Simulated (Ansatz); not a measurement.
## Pt under a change: uniaxial strain ε_zz = +2.50 %

The parent structure is Pt in the fcc (Cu type) structure (space group Fm-3m, No. 225; a = 3.920 Å; relaxed with 0.1 eV smearing). Axes: x, y, z lie along the cube axes.

Now apply this change: uniaxial strain ε_zz = +2.50 %, all other strain components held at zero; the atoms relax in the strained cell.

Level of theory: PBEsol (Ansatz, a quantum-chemistry and plane-wave program), no spin-orbit coupling. Settings: 29×29×29 k-points, 0.1 eV Fermi–Dirac smearing.

```json
[
 {"quantity": "volume per atom", "base": "15.06 Å³", "changed": "15.43 Å³", "shift": "+0.376 Å³"},
 {"quantity": "space group", "base": "Fm-3m (No. 225)", "changed": "I4/mmm (No. 139)", "shift": "–"},
 {"quantity": "shortest interatomic distance", "base": "2.772 Å", "changed": "2.772 Å", "shift": "0.000 Å"},
 {"quantity": "energy relative to the base (free energy F)", "base": "0 meV/atom", "changed": "+10 meV/atom", "shift": "+10 meV/atom"},
 {"quantity": "pressure (mean of the normal stresses, compression positive)", "base": "0.0 GPa", "changed": "-6.5 GPa", "shift": "-6.5 GPa"},
 {"quantity": "band gap", "base": "zero", "changed": "zero", "shift": "–"},
 {"quantity": "stress (xx, yy, zz, yz, xz, xy; compression positive)", "base": "–", "changed": "(-5.7, -5.7, -8.3, 0.0, 0.0, 0.0) GPa", "shift": "–"}
]
```

No phonon test of stability was made. The final runs are not spin-polarised. Pt lies near a magnetic instability that expansion can trigger; it was not tested.
